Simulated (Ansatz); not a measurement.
The starting structures come from a database of crystals and need not be the phases stable at ambient conditions.

```
CELL_PARAMETERS angstrom
      7.29548     0.00000     0.00000
      0.00000    10.31737     0.00000
      3.64774     5.15869     3.64774
ATOMIC_POSITIONS crystal
  Al 0.25000 0.62500 0.00000
  Al 0.25000 0.62500 0.50000
  Al 0.75000 0.62500 0.00000
  Al 0.75000 0.12500 0.50000
  Hg 0.50000 0.25000 0.00000
  Hg 0.00000 0.00000 0.00000
  S  0.78032 0.39016 0.00000
  S  0.71968 0.85984 0.56064
  S  0.21968 0.39016 0.00000
  S  0.28032 0.42048 0.43936
  S  0.21968 0.82952 0.56064
  S  0.28032 0.85984 0.00000
  S  0.78032 0.39016 0.43936
  S  0.71968 0.85984 0.00000
```

Space group of this cell: Fd-3m, spinel. The cell is taken as given; by PBEsol its mean pressure is -1.1 GPa.

Transport runs along the normal of the first two printed cell vectors, the (110) plane of the conventional cell.

The gap is the functional's own. No spin-orbit coupling. Mid-gap values are interpolated on the energy grid.

Question: Estimate the band gap and the smallest decay constant κ at mid-gap that PBEsol in Ansatz (a quantum-chemistry and plane-wave program) returns for this system.

Answer: Gap 1.27 eV on a 8×8×8 mesh; κ = 0.094 1/Å, at the zone centre.
